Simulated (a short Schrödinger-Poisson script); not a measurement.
Stack: MOS inversion layer, SiO2 on p-type Si(100), at 300 K.

From the gate side: 2.4 nm SiO2; 580 nm Si, acceptors 5.5e17 cm⁻³.

The device is made up for the run: typed textbook-type constants, with dimensions and the other settings drawn at random. SiO2: permittivity 3.9, conduction-band edge (eV) 3.15, gap (eV) 9, electron mass (mₑ) 0.5. Si: permittivity 11.7, conduction-band edge (eV) 0, gap (eV) 1.124, Nv at 300 K (cm⁻³) 3.1e19.

Channel valleys (confinement mass, in-plane density-of-states mass, number): Δ2 0.916, 0.19, 2; Δ4 0.19, 0.417, 4. At the gate the conduction-band edge of layer 1 lies 3.59 eV − eVg above the Fermi level of the channel; the field vanishes at the back. Gaps are held at their typed values at every temperature. Mesh 0.03 nm at interfaces.

Solved with a short Schrödinger-Poisson script written for these runs: 1D Poisson equation in equilibrium, electrons quantum, Hartree (BenDaniel-Duke, 12 states a valley, the channel's in-plane mass for all, wave functions free to enter the dielectric), parabolic valleys, classical holes, full ionisation, no traps, pinning or gate leakage.

| Vg (V) | electrons (cm⁻²) | C (μF/cm²) | Δ2 E0 (meV from the Fermi level) | Δ4 E0 (meV from the Fermi level) |
|---|---|---|---|---|
| 0.6 | 2.44e9 | 0.207 | 206.2 | 256.1 |
| 0.7 | 4.97e10 | 0.369 | 127.6 | 179.0 |
| 0.8 | 3.52e11 | 0.805 | 75.7 | 129.1 |
| 0.9 | 9.00e11 | 1.01 | 49.8 | 105.5 |
| 1 | 1.55e12 | 1.10 | 34.0 | 92.0 |
| 1.1 | 2.24e12 | 1.14 | 22.6 | 82.8 |
| 1.2 | 2.95e12 | 1.17 | 13.5 | 75.9 |
| 1.3 | 3.69e12 | 1.19 | 5.8 | 70.4 |
| 1.4 | 4.43e12 | 1.20 | -0.9 | 65.7 |
| 1.5 | 5.18e12 | 1.22 | -6.9 | 61.7 |
| 1.6 | 5.95e12 | 1.23 | -12.4 | 58.1 |
| 1.7 | 6.71e12 | 1.23 | -17.5 | 54.8 |
| 1.8 | 7.48e12 | 1.24 | -22.3 | 51.8 |
| 1.9 | 8.26e12 | 1.25 | -26.9 | 49.1 |
| 2 | 9.04e12 | 1.25 | -31.2 | 46.5 |
| 2.1 | 9.82e12 | 1.26 | -35.4 | 44.0 |
| 2.2 | 1.06e13 | 1.26 | -39.4 | 41.7 |

Gate voltages with under 1e9 electrons/cm² are left out.

Q: At Vg = 2.2 V the lowest Δ2 subband lies at -39.4 meV from the Fermi level. How many electrons does it hold, and what share of all?

A: The two-dimensional density of states is g m/(πħ²) = 1.59e11 cm⁻² meV⁻¹ (both spins), kT = 25.9 meV, so n = D kT ln(1 + exp(−E/kT)) = 7.06e12 cm⁻², 0.67 of the 1.06e13 cm⁻² in all.

Q: Compare the slope of the sheet density between 2 and 2.2 V with the geometric capacitance of the layers between gate and channel.

A: q Δn/ΔV = 1.25 μF/cm²; ε0/Σ(t/ε) = 1.44 μF/cm². The ratio is 0.87: the channel acts as a further capacitance in series.
